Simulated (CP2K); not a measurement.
Band structure of CsLiBr2 (P4/nmm, 8 atoms in the cell).

```yaml
crystal:
  lattice:
    - [5.18124, 0.00000, 0.00000]
    - [0.00000, 5.18124, 0.00000]
    - [0.00000, 0.00000, 9.93006]
  atoms:
    - { symbol: Cs, position: [0.00000, 0.50000, 0.30003] }
    - { symbol: Cs, position: [0.50000, 0.00000, 0.69997] }
    - { symbol: Li, position: [0.50000, 0.00000, 0.08248] }
    - { symbol: Li, position: [0.00000, 0.50000, 0.91752] }
    - { symbol: Br, position: [0.00000, 0.50000, 0.66592] }
    - { symbol: Br, position: [0.50000, 0.00000, 0.33408] }
    - { symbol: Br, position: [0.00000, 0.00000, 0.00000] }
    - { symbol: Br, position: [0.50000, 0.50000, 0.00000] }
```

Method: LDA (Pade form), GPW, DZVP-MOLOPT-SR-GTH basis, GTH-PADE potentials (GTH_POTENTIALS) in CP2K 2026.2.

Settings: CUTOFF = 500 Ry; REL_CUTOFF = 50 Ry; KPOINTS/SCHEME = MONKHORST-PACK 3 3 2; GAMMA_CENTERED = T; XC_FUNCTIONAL = PADE; Cs/BASIS_SET = DZVP-MOLOPT-SR-GTH; Cs/POTENTIAL = GTH-PADE-q9; Li/BASIS_SET = DZVP-MOLOPT-SR-GTH; Li/POTENTIAL = GTH-PADE-q3; Br/BASIS_SET = DZVP-MOLOPT-SR-GTH; Br/POTENTIAL = GTH-PADE-q7; METHOD = GPW; EPS_DEFAULT = 1e-10; EXTRAPOLATION = USE_GUESS.

The starting cell comes from a database of computed structures (which also holds hypothetical and non-ambient phases and stackings), without a prior relaxation at this level. Values carry the incompleteness of an atom-centred basis.

Predict the gap along the standard path and the places of the band edges.

The gap along the path is 4.11 eV, from A to Γ; the smallest direct gap on it is 4.33 eV.

Levels in eV from the top of the valence band on the SCF mesh, bands 23 to 27:
```json
[
 {"point": "Γ", "23": "-0.35", "24": "-0.32", "25": "-0.14", "26": "-0.14", "27": "4.20"},
 {"point": "X", "23": "-0.57", "24": "-0.57", "25": "-0.46", "26": "-0.46", "27": "6.48"},
 {"point": "M", "23": "-0.18", "24": "-0.18", "25": "0.08", "26": "0.08", "27": "6.51"},
 {"point": "Z", "23": "-0.26", "24": "-0.26", "25": "-0.17", "26": "-0.17", "27": "4.98"},
 {"point": "R", "23": "-0.56", "24": "-0.56", "25": "-0.41", "26": "-0.41", "27": "6.53"},
 {"point": "A", "23": "-0.33", "24": "-0.33", "25": "0.08", "26": "0.08", "27": "6.16"}
]
```

Higher empty bands are left out: an atom-centred basis made for the valence describes them poorly.
